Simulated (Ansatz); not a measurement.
Partial pair distribution functions of a relaxed model of amorphous In$_{24}$O$_{37}$Mg, broadened by 0.06 Å; density 6.41 g/cm³. Calculation: PBE, scalar-relativistic without spin-orbit coupling (plane waves to 420 eV, PAW; Ansatz, an electronic-structure program).

The cell was made by melting and quenching with the CHGNet potential and then relaxed with DFT. O atoms were pushed apart under 1.9 Å during the dynamics, to hinder bonds among them. The hot cell started wider than the set density and was brought back towards it in steps. It is the lowest in DFT energy of 2 quenches. It is a model cell: composition and starting density were chosen by hand, and all elements were melted together. No dispersion term was used. Its density started from a set value of 6.41 and ended at 6.41 g/cm³. The simulated quench (nominally 280 K/ps over its main leg) is rapid and tends to freeze in more defects than a deposited or slowly cooled glass has. One small periodic cell is one sample of the glass; other quenches scatter about these values. The volume was held where the preparation left it and the shape relaxed, at a PBE pressure of 1.7 GPa. Stress components on the final sampling reach 1.8 GPa.

```csv
r (Å),g In-O,g O-Mg,g In-In,g O-O
1.70,0.00,0.00,0.00,0.00
1.80,0.00,0.29,0.00,0.00
1.90,0.06,5.71,0.00,0.00
2.00,1.71,9.61,0.00,0.00
2.10,7.10,3.18,0.00,0.00
2.20,7.66,0.21,0.00,0.00
2.30,3.34,0.00,0.00,0.00
2.40,1.02,0.00,0.00,0.00
2.50,0.45,0.00,0.00,0.02
2.60,0.24,0.00,0.00,0.44
2.70,0.08,0.00,0.00,1.62
2.80,0.02,0.00,0.00,2.01
2.90,0.13,0.00,0.00,2.08
3.00,0.12,0.00,0.11,2.65
3.10,0.09,0.00,0.60,2.30
3.20,0.36,0.00,1.73,2.14
3.30,0.38,0.11,2.84,2.10
3.40,0.37,0.96,3.28,1.53
3.50,0.45,0.51,3.61,1.08
3.60,0.42,0.03,2.93,0.71
3.70,0.84,0.48,2.24,0.91
3.80,0.79,1.99,1.75,0.90
3.90,0.91,2.76,1.63,0.71
4.00,1.18,3.69,1.35,0.60
4.10,1.41,1.37,0.50,0.50
4.20,1.11,0.53,0.54,0.64
4.30,1.11,0.53,0.71,0.98
4.40,1.12,1.85,0.38,1.02
4.50,1.30,1.06,0.38,0.72
```

Within 2.74 Å each In has 5.54 O neighbours on average.
